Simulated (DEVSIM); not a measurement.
System: Si p-i-n diode, at 300 K.

```tsv
layer (left to right)	material	thickness (μm)	Nd (cm⁻³)	Na (cm⁻³)	τn (s)	τp (s)
1	Si	1.50	-	1.3e19	2.3e-5	2.3e-5
2	Si	0.750	3.3e11	-	2.3e-5	2.3e-5
3	Si	1.90	1.3e19	-	2.3e-5	2.3e-5
```

Left contact: ohmic. Right contact: ohmic. Voltage is applied to the left contact. Recombination: SRH at mid-gap. Gap narrowing is on: ΔEg = 6.92 meV × (l + √(l² + 0.5)), l = ln(N/1.3e17 cm⁻³), shared equally by both band edges. Mobility is constant in doping.

The device is made up for the run: typed textbook-type constants, with dimensions and the other settings drawn at random. Values at 300 K.

```csv
parameter,Si
gap (eV),1.124
affinity (eV),4.05
permittivity,11.7
Nc (cm⁻³),2.86e19
Nv (cm⁻³),3.1e19
μn (cm²/Vs),1417
μp (cm²/Vs),470
```

Model (solved in DEVSIM): 1D drift-diffusion, Boltzmann statistics, complete ionisation; no tunnelling, impact ionisation, image-force lowering or self-heating.

The doping Nd of layer 3 was swept, all else fixed.

```csv
doping Nd of layer 3 (cm^-3),dark forward voltage at 100 A/cm² (V),dark forward voltage at 1 A/cm² (V),potential step across the device at zero bias (V)
3.9e17,0.775,0.655,0.950
1.3e18,0.783,0.663,0.973
3.9e18,0.787,0.668,0.994
1.3e19,0.791,0.671,1.017
```

From the first row to the last the dark forward voltage at 100 A/cm² goes from 0.775 to 0.791. From the first row to the last the dark forward voltage at 1 A/cm² goes from 0.655 to 0.671.
